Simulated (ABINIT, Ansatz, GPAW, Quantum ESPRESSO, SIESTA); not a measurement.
One structure in several programs: PtAl2 (Fm-3m, 3 atoms in the cell)

Self-consistent single point.

```
CELL_PARAMETERS angstrom
      0.00000     3.02119     3.02119
      3.02119     0.00000     3.02119
      3.02119     3.02119     0.00000
ATOMIC_POSITIONS crystal
  Al 0.25000 0.25000 0.25000
  Al 0.75000 0.75000 0.75000
  Pt 0.00000 0.00000 0.00000
```

Shared settings, as Ansatz (a first-principles code) writes them: kpoints.mp_grid.grid = 5 5 5; scf.occupations.method = fermi_dirac; scf.occupations.width = 0.01 Ry. Potentials and cutoffs stand in the table.

```tsv
code	model	pressure (GPa)	cutoff
SIESTA	GGA PBE, numerical atomic orbitals DZP, PseudoDojo PBE standard norm-conserving potentials (rewritten from UPF to PSML)	-5.08	grid 300 Ry
Quantum ESPRESSO	PBE, PSlibrary PAW (PBE) pseudopotentials	-5.27	45 Ry
GPAW	PBE, GPAW PAW datasets PBE (gpaw-data 1.0.1)	-4.82	550 eV
ABINIT	PBE, norm-conserving pseudopotentials (PseudoDojo nc-sr-05 PBE standard)	-5.35	42 Ha
Ansatz	PBE, default PAW files	-5.23	30.9 Ry
```

On Ansatz's run: spin-orbit coupling is off. Spin polarisation is off.

The spread over the programs that give each value: pressure within 0.53 GPa.

SIESTA uses small atom-centred bases, whose incompleteness enters pressures, forces and empty levels differently from a plane-wave cutoff. Ansatz's pressure is given at a fixed set of plane waves, as the other plane-wave codes print theirs; with its correction for the finite basis it is -5.18 GPa.

On the base mesh (13 13 13) the same programs gave: Ansatz pressure -5.58 GPa; Quantum ESPRESSO pressure -5.63 GPa; ABINIT pressure -5.70 GPa; GPAW pressure -5.20 GPa; SIESTA pressure -5.42 GPa.

The values differ from the base mesh's, so the mesh still matters here: the table compares the programs at equal settings.

The starting cell has typed, rounded lattice constants, without a prior relaxation at this level. Its lattice was rescaled by a random factor within 2.5 % of one.

Left out of this page: CP2K (on another mesh); Elk (not drawn, or without a comparable value).

Keys are those of Ansatz 0.2.
